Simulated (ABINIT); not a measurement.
**Several settings converged on Ta2H (P2, 3 atoms in the cell)**

```
Ta2H
1.0
    1.72910    -2.38333     0.00000
    1.72910     2.38333     0.00000
    0.00000     0.00000     4.78236
Ta H
2 1
Direct
  0.00000   0.50000   0.27503
  0.50000   0.00000   0.73543
  0.00000   0.00000   0.00000
```

Base method: LDA (PW92), norm-conserving pseudopotentials (PseudoDojo nc-sr-04 LDA standard) (plane waves; ABINIT).

Base settings: pseudos = [Ta.upf, H.upf]; ecut = 37 Ha; ixc = 7; occopt = 3; tsmear = 0.1 eV; ngkpt = 4 4 3; nshiftk = 1; shiftk = 0 0 0; potentials = PseudoDojo nc-sr-04 LDA standard; nband = 19.

The count of work is k-points × plane waves × bands × iterations; it is no time. Core times come from one kind of shared machine, to one figure; runs under 30 s give none.

**The cutoff for other potential files**

Level: DFT, LDA (PW92), plane waves, PAW (JTH v2.0 LDA PAW).

In this ladder: pseudos = [Ta.LDA_PW-JTH.xml, H.LDA_PW-JTH.xml]; potentials = JTH v2.0 LDA PAW; pawxcdev = 0. Moved along: pawecutdg.

The second cell is the first with its lattice scaled by 0.98.

The mesh stays at the base's, so the ladder's end is converged at best in this setting alone.

Only quantities that move along the ladder and can be compared are tabulated.

| ecut | free energy less the last step's (meV/atom) | energy of the compressed cell less the first (meV/atom) | pressure (GPa) | count of work / last | core time / last (rough) |
|---|---|---|---|---|---|
| 14 Ha | 62.56 | -24.63 | -13.76 | 0.078 | – |
| 16 Ha | 31.40 | -25.24 | -12.29 | 0.11 | – |
| 21 Ha | 14.63 | -25.77 | -11.72 | 0.15 | – |
| 26 Ha | 4.55 | -25.55 | -11.33 | 0.23 | 0.4 |
| 30 Ha | 3.70 | -25.60 | -11.32 | 0.30 | 0.3 |
| 36 Ha | 1.31 | -25.67 | -11.27 | 0.44 | 0.4 |
| 45 Ha | 0.62 | -25.64 | -11.26 | 0.59 | 0.8 |
| 60 Ha | 0.00 | -25.65 | -11.24 | 1.0 | 1 |

State of the pressure at the end of the ladder: still drifting one way, by 0.04 GPa over the last two steps, so the last step is no safe reference.

Coarsest ecut that holds the free energy within 5 meV/atom of the last step, with all finer ones: 26 Ha, at 0.23 of the last step's count of work and about 0.4 of the last step's time; the step before is off by 15 meV/atom.

Coarsest ecut that holds the energy of the compressed cell less the first within 0.2 meV/atom of the last step, with all finer ones: 21 Ha, at 0.15 of the last step's count of work; the step before is off by 0.41 meV/atom.

The energy difference between the two cells stays within 1 meV/atom of the last step's from 16 Ha on, the total only from 45 Ha on: much of the error is common to both cells and cancels.

At the lowest cutoff the pressure lies 2.5 GPa under the last step's, the usual sign of Pulay stress in an incomplete plane-wave basis.

**The relaxed cell against the cutoff**

On Ta₂H (C222, 3 atoms in the cell): atoms on their sites.

In this ladder: ionmov = 22; ntime = 40; tolmxf = 0.0001 Ha/bohr; optcell = 2; dilatmx = 1.08; ecutsm = 0.5 Ha.

The mesh stays at the base's, so the ladder's end is converged at best in this setting alone.

Only quantities that move along the ladder and can be compared are tabulated.

| ecut | relaxed volume (Å³/atom) | relaxation steps | core time / last (rough) |
|---|---|---|---|
| 18 Ha | 12.306 | 17 | 0.2 |
| 22 Ha | 12.325 | 14 | 0.2 |
| 26 Ha | 12.322 | 12 | 0.2 |
| 31 Ha | 12.323 | 12 | 0.2 |
| 37 Ha | 12.323 | 12 | 0.3 |
| 44 Ha | 12.323 | 12 | 0.3 |
| 56 Ha | 12.323 | 12 | 0.7 |
| 74 Ha | 12.323 | 12 | 1 |

Coarsest ecut that holds the relaxed volume within 0.012 Å³/atom of the last step, with all finer ones: 22 Ha, at about 0.2 of the last step's time; the step before is off by 0.017 Å³/atom.

On the base run: the starting cell comes from a database of computed structures (which also holds hypothetical and non-ambient phases and stackings), without a prior relaxation at this level. Its lattice was rescaled by up to half a per cent. One atom was moved a little off its site on purpose. Spin polarisation is off. Without a gap this mesh is coarse (it stands for a supercell whose shortest vector is 12 Å).
